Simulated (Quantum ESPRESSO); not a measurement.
# Pressure against volume in wurtzite ZnO (space group 186) (Quantum ESPRESSO, PBE)

```
CELL_PARAMETERS angstrom
      3.19221     0.00000     0.00000
     -1.59611     2.76454     0.00000
      0.00000     0.00000     5.11736
ATOMIC_POSITIONS crystal
  Zn 0.33333 0.66667 0.00000
  Zn 0.66667 0.33333 0.50000
  O  0.33333 0.66667 0.38200
  O  0.66667 0.33333 0.88200
```

Method of the run: PBE, GBRV 1.5 ultrasoft (PBE) pseudopotentials (plane waves; Quantum ESPRESSO). Settings: ecutwfc = 65 Ry; ecutrho = 325 Ry; occupations = smearing; smearing = fd; degauss = 0.000734986 Ry; potentials = {Zn: zn_pbe_v1.uspp.F.UPF, O: o_pbe_v1.2.uspp.F.UPF}; K_POINTS = automatic 12 12 6 0 0 0; conv_thr = 1e-10 Ry; mixing_beta = 0.4. The cell above is the first row's. The rows scale it uniformly. In all rows fractional positions and the k mesh are held.

| V (Å^3/atom) | P (GPa) |
|---|---|
| 11.290 | ? |
| 11.536 | 10.51 |
| 11.781 | 7.00 |
| 12.026 | 3.83 |
| 12.272 | 0.98 |
| 12.517 | -1.54 |
| 12.763 | -3.79 |
| 13.008 | -5.84 |
| 13.254 | -7.70 |

Problem. Fit P against V with a cubic, and predict the withheld value at V = 11.290.

Solution. With u = V - 12.4, the rows have u = -0.8640, -0.6190, -0.3740, -0.1280, 0.1170, 0.3630, 0.6080, 0.8540. Least squares gives P = -0.361 - 10.2722·u + 2.3244·u² - 0.4150·u³. Residuals (row less fit): -0.007, 0.013, 0.002, -0.013, -0.008, 0.013, 0.001, -0.003; standard error 0.013 (degrees of freedom: 4). The fitted pressure is zero at V0 = 12.37, where dP/dV = -10.44, so B0 = -V0·dP/dV = 129 GPa. At the withheld row, u = -1.1100, so P = -0.361 - 10.2722 × (-1.1100) + 2.3244 × (-1.1100)² - 0.4150 × (-1.1100)³ = 14.473 GPa. The calculation gives 14.43 GPa, 0.043 GPa below the prediction (0.2 % of the range of P in the table). The row lies outside the fitted rows, so this is an extrapolation. From the scatter of the fitted rows alone, a prediction at this place has a standard error of 0.034 GPa, so the miss is 1.3 times that.

Carrying the step between the two nearest rows on in a straight line would have given 14.03, off by 0.40; series whose last step already gives the withheld value aren't shown. The scan was laid around a cell of about the measured size, scaled by a guess for this functional; axis ratios and inner coordinates come from that cell. The runs keep the symmetry of the cell, so they don't test it for distortions. The shape of the cell and the inner coordinates aren't relaxed, so V0 and B0 belong to this uniform scaling; a relaxed crystal lies no higher in energy and is usually softer (forces reach 0.04 eV/Å in these rows). Cutoffs and mesh are single choices, not tested for convergence of this quantity. Series with a scatter that would blur these digits, or in which a gap closes, are not shown.
